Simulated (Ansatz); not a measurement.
The reference is BP in the zinc blende structure (space group F-43m, No. 216; a = 4.491 Å). Axes: x, y, z lie along the cube axes.

Calculations: plane-wave PAW DFT at the LDA level (Ansatz, an electronic-structure program, 420 eV), spin-orbit coupling left out.

Strains are applied to the cell and any free atomic positions relax.

One change was made to it. Results:

The valence-band top at Γ (three highest levels, from the VBM) changes from 0.00, 0.00, 0.00 eV to 0.00, -0.06, -0.11 eV; the energy rises by 0.9 meV/atom; the band gap drops by 0.058 eV to 1.09 eV.

Question: What was done to the base?
(A) tensor shear ε_xy = +2.00 %
(B) tensor shear ε_xy = +0.57 %
(C) tensor shear ε_xy = +1.71 %
(D) tensor shear ε_xy = +1.14 %

Answer: B, tensor shear ε_xy = +0.57 %. For comparison, the band gap in the other runs: tensor shear ε_xy = +1.14 % gives 0.97 eV; tensor shear ε_xy = +1.71 % gives 0.82 eV; tensor shear ε_xy = +2.00 % gives 0.73 eV.

Whether these cells are dynamically stable was not tested.
